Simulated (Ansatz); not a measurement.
# Effect of pressure 0.3 GPa on PtGe

Consider PtGe (space group Pnma, No. 62; a = 5.735 Å, b = 3.710 Å, c = 6.080 Å).

The change: cell and atoms relaxed at a pressure of 0.3 GPa.

Level of theory: Ansatz (a program for electronic structure), PBEsol, PAW, cutoff 420 eV, without spin-orbit coupling. Settings: 8×13×8 k-points, 0.05 eV Fermi–Dirac smearing.

```tsv
quantity	base	changed	shift
volume per atom	16.17 Å³	16.14 Å³	-0.03 Å³
density	13.74 g/cm³	13.77 g/cm³	+0.024 g/cm³
shortest interatomic distance	4.693 bohr	4.691 bohr	-0.0015 bohr
enthalpy H = E + PV relative to the base's energy	–	+0.03 eV/atom	–
band gap	zero	zero	–
```

Load acts through the strain it causes; cell and atoms are relaxed under it. Whether these cells are dynamically stable was not tested. All final runs are without spin polarisation.
